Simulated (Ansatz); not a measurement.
TbCu₂ (Imma, No. 74; cell taken from a computed entry), treated with r²SCAN (Ansatz, a quantum-chemistry and plane-wave program, plane waves, PAW).

Settings: plane-wave cutoff 500 eV, 16×16×16 k mesh, Fermi–Dirac smearing 0.1 eV, spin-polarised start, scalar-relativistic PAW data made under PBE.

Computed at the level's own relaxed cell.

**Question.** Predict the volume per atom.

**Answer.** 
- volume per atom = 17.67 Å³/atom

Note: the magnetic order was assumed, not searched for or taken from measurement; the relaxation could not lower the start's symmetry, so the cell can be a saddle point above a distorted one; the 4f shell is treated without U or exact exchange, so its levels and filling can be wrong.

Spin–orbit coupling is not included.

The computed numbers hold no vibrational or temperature effects.

Cost on a shared machine: around 4 core-hours (rough).
